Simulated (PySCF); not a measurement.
PySCF 2.14.0, PBE/def2-svp, df: Mo(O)(NMe)(NH2)(Me) (C[N]=[Mo]([CH3])([NH2])=[O]), 14 atoms. The geometry is a generated start, not checked to be a minimum at this level.

```json
{
 "task": "energy",
 "method": "pbe",
 "basis": "def2-svp",
 "two_electron_scheme": "density fitting",
 "mol.max_memory": "3000 MB",
 "mf.max_cycle": "100",
 "mf.conv_tol": "1e-09 (default)",
 "mf.grids.level": "3 (default)",
 "effective_core_potentials": "those of the basis set, past Kr",
 "basis_functions": "141",
 "grid_points": "171024"
}
```

```xyz
14

Mo     0.5935     0.5378     0.3280
O      2.1455     0.4968     0.8725
N      0.1057    -0.4369    -1.0292
C      0.1107    -1.3230    -2.1332
H      0.6718    -2.2372    -1.8965
H     -0.9103    -1.6055    -2.4167
H      0.5815    -0.8470    -3.0029
N     -0.2214     2.2675     0.2435
H      0.1394     3.0510     0.7961
H     -0.9216     2.6499    -0.3939
C     -0.4278    -0.4969     1.9253
H     -0.3212    -1.5868     1.8823
H     -1.5072    -0.2847     1.9200
H     -0.0388    -0.1851     2.9046
```

Charge 0 and multiplicity 1 are set for this test and not shown to be the ground state.

With the defaults (mf.DIIS = CDIIS, mf.diis_space = 8, mf.diis = true, mf.damp = 0, mf.diis_start_cycle = 1, newton = off, mf.init_guess = minao) it converges in 18 Fock builds. One run each on 2 threads, 1 BLAS thread, with these changes:
- mf.diis_space = 5
- mf.damp = 0.3, mf.diis_start_cycle = 4
- newton = Hessian by the SCF's own integrals
- mf.damp = 0.7, mf.diis_start_cycle = 8
- mf.init_guess = huckel
- mf.DIIS = EDIIS
- mf.diis_space = 20
- mf.diis = false
- mf.diis_space = 3

Question: Name the settings that don't reach the solution of the defaults.

Answer: No convergence: mf.DIIS = EDIIS; mf.diis_space = 3; mf.diis = false (the run ends without SCF convergence in 100 cycles). The rest reach the solution of the defaults.

```tsv
setting	Fock builds	end
mf.diis_space = 20	17	same solution
the defaults	18	same solution
mf.diis_space = 5	19	same solution
mf.init_guess = huckel	19	same solution
mf.damp = 0.7, mf.diis_start_cycle = 8	21	same solution
mf.damp = 0.3, mf.diis_start_cycle = 4	25	same solution
newton = Hessian by the SCF's own integrals	51	same solution
mf.DIIS = EDIIS	101	no convergence
mf.diis_space = 3	101	no convergence
mf.diis = false	101	no convergence
```

Under newton the count holds the products with the orbital Hessian.
